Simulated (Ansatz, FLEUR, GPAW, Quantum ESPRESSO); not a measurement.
One structure in several programs: TiZn3 (P6_3/mmc, 8 atoms in the cell)

Self-consistent single point, at a second geometry (lattice scaled by 0.98). First geometry:

```yaml
crystal:
  lattice:
    - [5.58929, 0.00000, 0.00000]
    - [-2.79464, 4.84047, 0.00000]
    - [0.00000, 0.00000, 4.31574]
  atoms:
    - { symbol: Ti, position: [0.66667, 0.33333, 0.25000] }
    - { symbol: Ti, position: [0.33333, 0.66667, 0.75000] }
    - { symbol: Zn, position: [0.32954, 0.16477, 0.75000] }
    - { symbol: Zn, position: [0.67046, 0.83523, 0.25000] }
    - { symbol: Zn, position: [0.16477, 0.32954, 0.25000] }
    - { symbol: Zn, position: [0.83523, 0.67046, 0.75000] }
    - { symbol: Zn, position: [0.83523, 0.16477, 0.75000] }
    - { symbol: Zn, position: [0.16477, 0.83523, 0.25000] }
```

Shared settings, as Ansatz (a program for electronic structure) writes them: kpoints.mp_grid.grid = 5 5 5; scf.occupations.method = gaussian; scf.occupations.width = 0.1 eV. Potentials and cutoffs stand in the table.

```csv
code,model,ΔF from the first geometry (meV/atom),pressure (GPa),largest force (eV/Å),cutoff
FLEUR,"PBEsol, all-electron FLAPW (FLEUR), scalar-relativistic valence",–,–,0.023,Kmax 4.2 1/bohr
Quantum ESPRESSO,"PBEsol, PseudoDojo standard norm-conserving (PBESOL) pseudopotentials",-0.8,3.62,0.021,85 Ry
Ansatz,"PBEsol, PAW files made with PBE",0.0,3.68,0.018,default
GPAW,"PBEsol, GPAW PAW datasets PBEsol (made by gpaw-setup)",1.0,3.91,0.027,850 eV
```

A dash marks a value that a program does not give, or that is left out as unsure.

On Ansatz's run: spin polarisation is off.

The spread over the programs that give each value: ΔF from the first geometry within 1.8 meV/atom; pressure within 0.29 GPa; largest force within 0.009 eV/Å.

FLEUR treats all electrons, but the usual bases taken here (sphere radii, linearisation, local orbitals, empty states) were not tested for convergence, so the values are no reference for the others. Ansatz's pressure is given at a fixed set of plane waves, as the other plane-wave codes print theirs; with its correction for the finite basis it is 3.77 GPa.

The starting cell comes from a database of computed structures (which also holds hypothetical and non-ambient phases and stackings), without a prior relaxation at this level. Its lattice was rescaled by a random factor within 2.5 % of one. For this run, on top of that: lattice scaled by 0.98.

Keys are those of Ansatz 0.2.
